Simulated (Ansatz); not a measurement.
The reference is Hf in the hcp (Mg type) structure (space group P6_3/mmc, No. 194; a = 3.158 Å, c = 5.004 Å; relaxed with 0.1 eV smearing). Axes: x lies along a and z along c of the hexagonal cell.

Calculations: plane-wave PAW DFT at the PBEsol level (Ansatz, an electronic-structure program, 420 eV), no spin-orbit coupling.

The change: uniaxial strain ε_zz = −3.00 %, all other strain components held at zero; the atoms relax in the strained cell.

Predict the stress tensor and what it implies for the stiffness.

Stress of the strained cell less that of the base (GPa, compression positive):
```
    2.4     0.0     0.0
    0.0     2.4     0.0
    0.0     0.0     6.7
```

Then −Δσ_ii/ε with ε = -0.0300 gives secant stiffness values (nonlinear terms included at this strain): C33 ≈ 225 GPa, C13 ≈ 79 GPa and C23 ≈ 79 GPa.

As a check, the harmonic strain energy −½ V₀ Δσ:ε is 14 meV/atom; the computed energy rise is 13 meV/atom.

No phonon test of stability was made. All final runs are without spin polarisation.
